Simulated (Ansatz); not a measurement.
# Ta, response to strain

Consider Ta in the bcc (W type) structure (space group Im-3m, No. 229; a = 3.3061 Å; relaxed with 0.1 eV smearing). Axes: x, y, z lie along the cube axes.

Strains are applied to the cell and any free atomic positions relax; under biaxial strain the out-of-plane vector relaxes too.

Method: Ansatz (a program for electronic structure), r2SCAN, PAW, cutoff 500 eV, no spin-orbit coupling.

Candidates:
(a) biaxial strain −0.63 %, plane normal [001], relaxed out of plane
(b) uniaxial strain ε_yy = +2.69 %
(c) biaxial strain +0.84 %, plane normal [110], relaxed out of plane

Notes on the quantities. energy relative to the base: free energy F.

### Question
Order them by energy relative to the base, highest first.

### Answer
(b) uniaxial strain ε_yy = +2.69 % (+11 meV/atom), (c) biaxial strain +0.84 %, plane normal [110], relaxed out of plane (+2.2 meV/atom), (a) biaxial strain −0.63 %, plane normal [001], relaxed out of plane (+1.1 meV/atom)

No phonon test of stability was made. The final runs are not spin-polarised.
